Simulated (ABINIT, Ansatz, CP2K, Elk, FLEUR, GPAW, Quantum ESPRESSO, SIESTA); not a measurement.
# KCaCl₃ (Cm, 5 atoms in the cell) computed with different codes at matched settings

Self-consistent single point, at a second geometry (lattice scaled by 0.98). First geometry:

```yaml
crystal:
  lattice:
    - [3.82287, -3.82431, 0.00000]
    - [3.82287, 3.82431, 0.00000]
    - [-0.00053, 0.00000, 5.40652]
  atoms:
    - { symbol: K, position: [0.99805, 0.99805, 0.99998] }
    - { symbol: Ca, position: [0.49789, 0.49789, 0.48521] }
    - { symbol: Cl, position: [0.49552, 0.99942, 0.48278] }
    - { symbol: Cl, position: [0.99942, 0.49552, 0.48278] }
    - { symbol: Cl, position: [0.50729, 0.50729, 0.98514] }
```

Shared settings, as Ansatz (an electronic-structure program) writes them: kpoints.mp_grid.grid = 3 3 3; scf.occupations.method = fixed. Potentials and cutoffs stand in the table.

| code | model | ΔF from the first geometry (meV/atom) | pressure (GPa) | largest force (eV/Å) | gap on the mesh (eV) | cutoff |
|---|---|---|---|---|---|---|
| GPAW | PBEsol, GPAW PAW datasets PBEsol (made by gpaw-setup) | -6.1 | 0.17 | 0.061 | 4.908 | 600 eV |
| SIESTA | GGA PBEsol, numerical atomic orbitals DZP, PseudoDojo PBEsol standard norm-conserving potentials (rewritten from UPF to PSML) | 18.5 | 2.65 | 0.101 | 4.846 | grid 400 Ry |
| ABINIT | PBEsol, norm-conserving pseudopotentials (PseudoDojo nc-sr-04 PBEsol standard) | -7.6 | 0.10 | 0.059 | 4.909 | 37 Ha |
| Ansatz | PBEsol, PAW files made with PBE | -7.4 | 0.12 | 0.059 | 4.909 | default |
| Quantum ESPRESSO | PBEsol, GBRV 1.5 ultrasoft (PBESOL) pseudopotentials | -7.7 | -0.17 | 0.059 | 4.908 | 40 Ry |
| Elk | PBEsol, all-electron FP-LAPW, Elk's shipped species files, APW+lo basis with extra local orbitals | -6.7 | – | 0.059 | 4.914 | rgkmax 8 |
| FLEUR | PBEsol, all-electron FLAPW (FLEUR), scalar-relativistic valence | -6.3 | – | – | 4.921 | Kmax 4.3 1/bohr |
| CP2K | PBEsol, GPW, DZVP-MOLOPT-SR-GTH basis, GTH-PBE potentials (GTH_POTENTIALS) | -3.7 | 0.49 | 0.064 | 4.879 | grid 500 Ry |

Size of the force on each atom (eV/Å): Sizes of forces hide their directions.

```csv
code,K1,Ca2,Cl3,Cl4,Cl5
GPAW,0.021,0.061,0.032,0.032,0.009
SIESTA,0.020,0.101,0.075,0.075,0.023
ABINIT,0.021,0.059,0.031,0.031,0.010
Ansatz,0.021,0.059,0.031,0.031,0.010
Quantum ESPRESSO,0.023,0.059,0.031,0.031,0.010
Elk,0.008,0.059,0.028,0.028,0.011
CP2K,0.016,0.064,0.036,0.036,0.005
```

A dash marks a value that a program does not give, or that is left out as unsure.

Gaps are read on the mesh.

The spread over the programs that give each value: ΔF from the first geometry within 26.2 meV/atom; pressure within 2.82 GPa; largest force within 0.042 eV/Å; gap on the mesh within 0.075 eV.

SIESTA and CP2K use small atom-centred bases, whose incompleteness enters pressures, forces and empty levels differently from a plane-wave cutoff. Elk and FLEUR treat all electrons, but the usual bases taken here (sphere radii, linearisation, local orbitals, empty states) were not tested for convergence, so the values are no reference for the others. Ansatz's pressure is given at a fixed set of plane waves, as the other plane-wave codes print theirs. In the pressure, SIESTA (by 2.54) lies more than 1 GPa from the median of the plane-wave programs.

The starting cell comes from a database of computed structures (which also holds hypothetical and non-ambient phases and stackings), without a prior relaxation at this level. For this run, on top of that: lattice scaled by 0.98.

Keys are those of Ansatz 0.2.
